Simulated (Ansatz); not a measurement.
## Lu, response to strain

The parent structure is Lu in the hcp (Mg type) structure (space group P6_3/mmc, No. 194; a = 3.4432 Å, c = 5.3669 Å; relaxed with 0.1 eV smearing). Axes: x lies along a and z along c of the hexagonal cell.

Strains are applied to the cell and any free atomic positions relax; under biaxial strain the out-of-plane vector relaxes too.

Method: PBEsol (Ansatz, a first-principles code, PAW, scalar-relativistic without spin-orbit coupling).

Candidates:
(a) biaxial strain −3.00 %, plane normal [001], relaxed out of plane
(b) biaxial strain +1.00 %, plane normal [001], relaxed out of plane
(c) biaxial strain −2.50 %, plane normal [001], relaxed out of plane
(d) biaxial strain +1.50 %, plane normal [001], relaxed out of plane
(e) biaxial strain −0.50 %, plane normal [001], relaxed out of plane

Notes on the quantities. in-plane stress: mean in-plane stress (compression positive).

Question: Order them by in-plane stress, highest first.

Answer: (a) biaxial strain −3.00 %, plane normal [001], relaxed out of plane (+3.6 GPa), (c) biaxial strain −2.50 %, plane normal [001], relaxed out of plane (+3.0 GPa), (e) biaxial strain −0.50 %, plane normal [001], relaxed out of plane (+0.6 GPa), (b) biaxial strain +1.00 %, plane normal [001], relaxed out of plane (-1.1 GPa), (d) biaxial strain +1.50 %, plane normal [001], relaxed out of plane (-1.7 GPa)

Stability against distortions was not tested.
